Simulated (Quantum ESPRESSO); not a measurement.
## Several settings converged on ZnPt3 (P4mm, 4 atoms in the cell)

```xyz
4
Lattice="3.9102 0.0000 0.0000 0.0000 3.9102 0.0000 0.0000 0.0000 3.9102" Properties=species:S:1:pos:R:3 pbc="T T T"
Zn     0.0000     0.0000     0.0500
Pt     1.9551     1.9551     0.0000
Pt     0.0000     1.9551     1.9551
Pt     1.9551     0.0000     1.9551
```

Base method: PBEsol, PSlibrary ultrasoft (PBE) pseudopotentials (plane waves; Quantum ESPRESSO).

Base settings: ecutwfc = 50 Ry; ecutrho = 500 Ry; occupations = smearing; smearing = gauss; degauss = 0.0073499 Ry; input_dft = pbesol; potentials = {Zn: Zn.pbe-dn-rrkjus_psl.1.0.0.UPF, Pt: Pt.pbe-n-rrkjus_psl.1.0.0.UPF}; K_POINTS = automatic 3 3 3 0 0 0; conv_thr = 1e-09 Ry; mixing_beta = 0.3.

The count of work is k-points × plane waves × bands × iterations; it is no time. Core times come from one kind of shared machine, to one figure; runs under 30 s give none.

**The cutoff for other potential files**

Level: DFT, PBEsol, plane waves, PseudoDojo standard norm-conserving (PBESOL) pseudopotentials.

In this ladder: ecutrho = default; input_dft = default; pseudopotentials = {Zn: Zn.upf, Pt: Pt.upf}.

The second cell is the first with its lattice scaled by 0.98.

The mesh stays at the base's, so the ladder's end is converged at best in this setting alone.

Only quantities that move along the ladder and can be compared are tabulated.

| ecutwfc | free energy less the last step's (meV/atom) | energy of the compressed cell less the first (meV/atom) | pressure (GPa) | largest difference of a force vector from the last step's (eV/Å) | count of work / last |
|---|---|---|---|---|---|
| 38 Ry | 18606.42 | -28.38 | -693.64 | 0.085 | 0.12 |
| 47 Ry | 4813.42 | 78.40 | -275.16 | 0.059 | 0.13 |
| 59 Ry | 482.80 | 11.71 | -50.91 | 0.017 | 0.20 |
| 72 Ry | 18.62 | 1.84 | -9.52 | 0.002 | 0.27 |
| 85 Ry | 1.37 | 2.08 | -6.74 | 0.000 | 0.35 |
| 102 Ry | 0.91 | 2.08 | -6.75 | 0.000 | 0.47 |
| 128 Ry | 0.52 | 2.07 | -6.74 | 0.000 | 0.65 |
| 170 Ry | 0.00 | 2.06 | -6.73 | 0.000 | 1.0 |

Coarsest ecutwfc that holds the free energy within 2 meV/atom of the last step, with all finer ones: 85 Ry, at 0.35 of the last step's count of work; the step before is off by 19 meV/atom.

Coarsest ecutwfc that holds the pressure within 0.1 GPa of the last step, with all finer ones: 85 Ry, at 0.35 of the last step's count of work; the step before is off by 2.8 GPa.

Coarsest ecutwfc that holds the forces within 0.02 eV/Å of the last step, with all finer ones: 59 Ry, at 0.20 of the last step's count of work; the step before is off by 0.059 eV/Å.

The energy difference between the two cells stays within 1 meV/atom of the last step's from 72 Ry on, the total only from 102 Ry on: much of the error is common to both cells and cancels.

At the lowest cutoff the pressure lies 687 GPa under the last step's, the usual sign of Pulay stress in an incomplete plane-wave basis.

**The relaxed cell against the cutoff**

On ZnPt3 (Pm-3m, 4 atoms in the cell): atoms on their sites.

In this ladder: calculation = vc-relax; tprnfor = default; tstress = default. Moved along: ecutrho.

The mesh stays at the base's, so the ladder's end is converged at best in this setting alone.

Only quantities that move along the ladder and can be compared are tabulated.

| ecutwfc | relaxed volume (Å³/atom) | relaxation steps | core time / last (rough) |
|---|---|---|---|
| 25 Ry | 12.793 | 3 | 0.1 |
| 30 Ry | 13.893 | 3 | 0.2 |
| 35 Ry | 14.486 | 3 | 0.3 |
| 42 Ry | 14.639 | 3 | 0.3 |
| 50 Ry | 14.602 | 3 | 0.4 |
| 60 Ry | 14.631 | 3 | 0.5 |
| 75 Ry | 14.638 | 3 | 0.8 |
| 100 Ry | 14.641 | 3 | 1 |

Coarsest ecutwfc that holds the relaxed volume within 0.029 Å³/atom of the last step, with all finer ones: 60 Ry; the step before is off by 0.039 Å³/atom.

At the lowest cutoff the cell relaxes to a volume 13 % smaller than at the highest.

On the base run: the starting cell comes from a database of computed structures (which also holds hypothetical and non-ambient phases and stackings), without a prior relaxation at this level. Its lattice was rescaled by up to half a per cent. One atom was moved a little off its site on purpose. Spin polarisation is off. Without a gap this mesh is coarse (it stands for a supercell whose shortest vector is 12 Å).
